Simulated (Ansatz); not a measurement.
Take AlRu in the CsCl type structure (space group Pm-3m, No. 221; a = 2.983 Å; relaxed with 0.1 eV smearing) as the base. Axes: x, y, z lie along the cube axes.

The values are results of r2SCAN (Ansatz, a quantum-chemistry and plane-wave program, PAW, no SOC), not measurements.

Before the change:

The pressure is 0.0 GPa.

Modification: the cell is compressed by 1.44 % along y with no lateral relaxation; the atoms relax in the strained cell.

**Question.** Predict the new pressure.

**Answer.** The pressure (mean of the normal stresses, compression positive) goes from zero to 3.3 GPa.

**Question.** Predict the new energy relative to the base.

**Answer.** The energy increases by 3.1 meV/atom.

Stability against distortions was not tested. The final runs are not spin-polarised.
